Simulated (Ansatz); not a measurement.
Structures of equal composition on the (000-1) surface of 4H silicon carbide (C plane on top): (√3x√3)R30° Al adatom at H3; (√3x√3)R30° Al adatom at T4. The slabs share one bottom face, and each structure is named by its start. These are constructed structures in small cells; real faces may alloy, dewet or reconstruct in larger ones, and not all known structures of the face are among them. Slabs of about 11 Å, Fermi-Dirac smearing of 0.025 eV. Bottom of the slabs: H caps. Relaxed from the named starts with such symmetry as they have, on meshes of like density; energies extrapolated to zero smearing; spin only where a row says so; no spin-orbit coupling, no U. Brackets mark spin-polarised runs, whose order is one that fits the cell. Where a second, spin-polarised start was run, the lower counts.

These are HSE06, at the PBE geometry (plane waves to 420 eV, PAW; Ansatz, a first-principles code) values and carry that method's errors.

Q: Put the candidates in order of energy per 1x1 cell, lowest first, for HSE06, at the PBE geometry.

A: (√3x√3)R30° Al adatom at H3 (0.000 eV), (√3x√3)R30° Al adatom at T4 (0.317 eV)
